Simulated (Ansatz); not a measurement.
The starting structures come from a database of crystals and need not be the phases stable at ambient conditions.

 Where the default PAW files enter, the runs use the earlier of Ansatz's two default sets.

By PBEsol, the system below comes out a metal.

Without scattering a metal conducts by its projected Fermi surface.

Given:

```
CELL_PARAMETERS angstrom
      2.86768     0.00000     0.00000
     -0.95589     2.70367     0.00000
      0.95589     1.35184     2.34145
ATOMIC_POSITIONS crystal
  Ag 0.00000 0.00000 0.00000
```

Space group of this cell: Im-3m, bcc (W type). The cell is taken as given; by PBEsol its mean pressure is -7.2 GPa.

The current flows along the normal of the first two printed cell vectors, the (110) plane of the conventional cell. No spin-orbit coupling; the value is a mean over 0.1 eV about the Fermi level.

Question: State the ballistic conductance per area according to PBEsol run with Ansatz (a first-principles code).

Answer: 0.85 × 10¹⁵ S/m² for both spins.
